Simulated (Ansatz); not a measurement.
## CsSnI3 under a change: x(Mo) = 0.5, 10 atoms, Fm-3m

The reference is CsSnI$_{3}$ in the cubic perovskite structure (space group Pm-3m, No. 221; a = 6.130 Å).

The other end (x = 1) is CsMoI3 in the cubic perovskite structure (space group Pm-3m, No. 221; ferromagnetic; a hypothetical phase, not in the database extracts checked): 37.81 Å³/atom, gap zero; this end may not be an ambient phase.

Modification: Mo replaces 50.0 % of the Sn, ordered in a cell of 10 atoms (starting symmetry Fm-3m) and fully relaxed.

All numbers come from plane-wave PAW DFT at the PBEsol level (Ansatz, a first-principles code, 420 eV), no SOC. k-mesh 7×7×7 (Γ-centred); smearing 0.05 eV (Fermi–Dirac), for the changed cell.

| quantity | base | changed | shift |
|---|---|---|---|
| volume per atom | 46.08 Å³ | 41.77 Å³ | -4.31 Å³ |
| density | 4.56 g/cm³ | 4.94 g/cm³ | +0.38 g/cm³ |
| band gap | 0.10 eV | zero | – |
| magnetic state | not spin-polarised | ferromagnetic | – |
| largest site moment | 0.00 μB | 2.66 μB | +2.66 μB |
| mixing energy (to 0.01 eV only: unlike meshes or grids) (against an end that may be hypothetical) | – | 0.00 eV/atom | – |
| deviation of the volume from the linear (Vegard-type) interpolation | – | -0.4 % | – |

Other magnetic orders, which the real material may have, were not ruled out. Each cell is one ordered arrangement of few atoms, which overstates ordering effects compared with a random alloy. With I present, leaving out spin-orbit coupling can change the band edges. Stability against distortions was not tested. Many cubic perovskites are stable only at high temperature; tilts and polar distortions were not tested. A zero or small gap of CsSnI3 can be the functional's error rather than a property of the material.
